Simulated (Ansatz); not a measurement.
MgO under load (space group Immm), Ansatz (a quantum-chemistry and plane-wave program) with r2SCAN, rigid bands. Condition of this run: uniaxial stress along [110] of -2 GPa (compression positive) (the target of the relaxation). Band gap 5.61 eV, N_c = 5.54e18 cm⁻³ and N_v = 1.29e20 cm⁻³ at 300 K, conductivity masses along x (a = (0.01, 2.11, 2.10) Å; b = (2.11, 0.01, 2.10) Å; c = (2.12, 2.12, 0.00) Å) of 0.371 mₑ (electrons) and 2.08 mₑ (holes). Take k_BT = 0.02585 eV.

Problem. A film of it is 2 nm thick, with its normal along the direction named. Estimate the confinement energies in an infinite well.

Solution. ħ²π²/(2m t²) = 0.376 eV·nm²/(m/mₑ × t²) gives 253 meV for electrons and 45.2 meV for holes, so the gap would widen to about 5.91 eV. Finite barriers and nonparabolic bands lower this, and with several valleys or bands the heaviest mass along the normal sets the lowest level, not this average.

Problem. What thermal injection velocity √(2k_BT/πm) limits a ballistic channel along the direction named?

Solution. 8.83e6 cm/s for electrons and 3.73e6 cm/s for holes, a ratio of √(m_h/m_e) = 2.37, for dilute carriers.

Problem. Find the intrinsic carrier density and the intrinsic Fermi level.

Solution. n_i = √(N_c N_v) exp(−E_g/2k_BT) = 2.67e19 × exp(−108.50) = 2.0e-28 cm⁻³. The level lies (k_BT/2) ln(N_v/N_c) = 41 meV from mid-gap (positive towards the conduction band). Each 0.1 eV added to the gap lowers n_i by a factor of 6.9.

Rigid bands with the computed gap; masses take one relaxation time for all states. Spin-orbit coupling is left out.
